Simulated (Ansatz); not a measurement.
Consider this model of amorphous Si14Y6Al6O46.

```xyz
72
Lattice="9.9931 -0.0572 0.1487 -0.0572 9.9357 0.3014 0.1487 0.3014 9.9388" Properties=species:S:1:pos:R:3 pbc="T T T"
Si     0.8941     7.0096     0.8621
Si     0.0850     5.0509     5.3531
Si     2.4961     0.7009     8.6409
Si     5.0279     3.4571     7.4904
Si     8.4202     7.5287     4.7468
Si     2.8796     5.4301     6.6619
Si     7.8028     4.1248     7.4436
Si     8.6429     5.5202     2.2739
Si     8.6407     6.4876     9.3413
Si     3.0098     8.2522     7.4150
Si     4.2047     6.5998     1.0622
Si     4.6650     3.7468     0.4690
Si     4.0793     0.2381     2.8561
Si     7.8087     1.4147     9.0755
Y     10.0247     8.9061     7.9433
Y      9.4918     0.3557     1.3454
Y      2.5149     6.8696     3.6154
Y      2.2706     0.6885     5.0694
Y      6.6067     8.8254     7.0980
Y      5.8699     5.4201     4.3804
Al     2.1146     2.0621     1.2109
Al     5.8656     1.8029     5.0618
Al     5.1764     9.9522    10.2393
Al     8.6264     0.2922     4.5471
Al     7.1224     2.6889     2.3157
Al     9.7354     2.6546     3.4859
O      4.4675     8.8041     7.1006
O      5.0444     2.1720     6.5582
O      7.8788     2.5750     7.9077
O      2.2282     8.9301     8.7662
O      8.4786     3.9191     2.4557
O      0.5145     2.2906     1.8389
O      5.1932     0.1968     1.7031
O      7.8548     6.2446     3.5088
O      2.7918     1.2119     2.5939
O      7.9163     6.0833     0.9154
O      8.2449     1.5277     3.1877
O      4.8254     5.6630    10.0785
O      5.3889     3.2980     9.0564
O      8.7058     4.3785     6.1224
O      7.1186     0.6251     5.4858
O      1.2890     5.1391     6.4484
O      9.1637     0.4800     8.9550
O      0.5417     4.0952     4.1460
O      5.7103     3.4501     1.6416
O      9.8341     6.5759     5.0459
O      3.0015     6.6534     7.7249
O      0.2260     1.2730     4.5113
O      1.9501     1.1487     7.1719
O      0.2512     5.9751     2.0078
O      4.4876     6.3051     2.6802
O      3.2300     8.7994     3.6402
O      1.8843     8.5764     6.2371
O      8.5901     8.7990     3.6729
O      6.2560     4.4999     6.9253
O      8.3764     5.0560     8.6376
O      2.4954     6.6826     1.1754
O      1.6000     1.2906     9.8700
O      4.5699     0.8563     4.2978
O      7.6754     1.6627     0.6768
O      6.3252     3.2391     4.1236
O      0.3111     6.9056     9.3325
O      3.1311     3.3628     0.7581
O      8.8722     8.7851     6.0795
O      6.5970     0.3327     8.8155
O      6.9515     7.1932     5.5100
O      8.1199     7.7215     8.4553
O      3.5663     4.1468     7.3425
O      0.5256     8.4855     1.2859
O      3.9985     0.9132     9.1139
O      4.7776     7.9269     0.3944
O      3.6220     5.7796     5.2242
```

All values below come from PBE, scalar-relativistic without spin-orbit coupling (plane waves to 420 eV, PAW; Ansatz, an electronic-structure program).

A CHGNet melt-quench gave the starting glass, which DFT then relaxed. O atoms were pushed apart under 1.9 Å during the dynamics, to hinder bonds among them. The hot cell started wider than the set density and was brought back towards it in steps. It is the lowest in DFT energy of 2 quenches. It is a model cell: composition and starting density were chosen by hand, and all elements were melted together. No dispersion term was used. Its density started from a set value of 3.04 and ended at 3.07 g/cm³. The simulated quench (nominally 240 K/ps over its main leg) is rapid and tends to freeze in more defects than a deposited or slowly cooled glass has. A cell of this size samples the disorder only roughly. Volume and shape were free in the relaxation.

Bonds are counted up to Si-Si 2.60 Å, Si-Y 3.09 Å, Si-Al 2.55 Å, Si-O 2.04 Å, Y-Y 3.74 Å, Y-Al 3.20 Å, Y-O 3.06 Å, Al-Al 2.66 Å, Al-O 2.24 Å, O-O 1.58 Å. Two cations that share two anions don't count as bonded, nor two that share one unless they lie closer than Si-Si 2.38 Å, Si-Y 3.01 Å, Si-Al 2.48 Å, Y-Y 3.64 Å, Y-Al 3.11 Å, Al-Al 2.59 Å.

Q: Give the coordination numbers, mean bond lengths and angles.

A: 
```json
{
  "Mean coordination of Si by anions": "4.07 (13 with 4, 1 with 5)",
  "Mean coordination of Y by anions": "6.33 (4 with 6, 2 with 7)",
  "Mean coordination of Al by anions": "4.50 (3 with 4, 3 with 5)",
  "Mean coordination of O": "2.65 (18 with 2, 26 with 3, 2 with 4)",
  "Mean Si-O bond": "1.650 Å (spread 0.056 Å, 57 counted)",
  "Mean Y-O bond": "2.402 Å (spread 0.216 Å, 38 counted)",
  "Mean Al-O bond": "1.826 Å (spread 0.095 Å, 27 counted)",
  "Bond angle at Si": "mean 109.1°, spread 10.4°",
  "Bond angle at Y": "mean 101.3°, spread 29.5°",
  "Bond angle at Al": "mean 107.7°, spread 22.2°",
  "Bond angle at O": "mean 119.9°, spread 21.7°"
}
```

Q: List the pairs of like atoms that count as bonded by the rules above.

A: There are none by these rules.

Q: What Bader charges do the atoms carry, from a run on the zone centre alone?

A: Means (range): Si +3.26 e (+3.22 to +3.28), Y +2.24 e (+2.22 to +2.29), Al +2.54 e (+2.53 to +2.55), O -1.61 e (-1.67 to -1.50).
| atom | charge (e) |
|---|---|
| Si1 | +3.24 |
| Si2 | +3.27 |
| Si3 | +3.24 |
| Si4 | +3.27 |
| Si5 | +3.22 |
| Si6 | +3.27 |
| Si7 | +3.28 |
| Si8 | +3.26 |
| Si9 | +3.26 |
| Si10 | +3.24 |
| Si11 | +3.26 |
| Si12 | +3.28 |
| Si13 | +3.24 |
| Si14 | +3.25 |
| Y15 | +2.22 |
| Y16 | +2.23 |
| Y17 | +2.22 |
| Y18 | +2.24 |
| Y19 | +2.26 |
| Y20 | +2.29 |
| Al21 | +2.54 |
| Al22 | +2.53 |
| Al23 | +2.55 |
| Al24 | +2.53 |
| Al25 | +2.55 |
| Al26 | +2.54 |
| O27 | -1.55 |
| O28 | -1.65 |
| O29 | -1.65 |
| O30 | -1.63 |
| O31 | -1.67 |
| O32 | -1.59 |
| O33 | -1.66 |
| O34 | -1.60 |
| O35 | -1.65 |
| O36 | -1.65 |
| O37 | -1.66 |
| O38 | -1.65 |
| O39 | -1.65 |
| O40 | -1.66 |
| O41 | -1.60 |
| O42 | -1.65 |
| O43 | -1.53 |
| O44 | -1.65 |
| O45 | -1.66 |
| O46 | -1.65 |
| O47 | -1.65 |
| O48 | -1.59 |
| O49 | -1.53 |
| O50 | -1.65 |
| O51 | -1.52 |
| O52 | -1.50 |
| O53 | -1.55 |
| O54 | -1.63 |
| O55 | -1.65 |
| O56 | -1.65 |
| O57 | -1.63 |
| O58 | -1.63 |
| O59 | -1.64 |
| O60 | -1.60 |
| O61 | -1.58 |
| O62 | -1.64 |
| O63 | -1.66 |
| O64 | -1.55 |
| O65 | -1.64 |
| O66 | -1.52 |
| O67 | -1.55 |
| O68 | -1.65 |
| O69 | -1.56 |
| O70 | -1.65 |
| O71 | -1.65 |
| O72 | -1.56 |
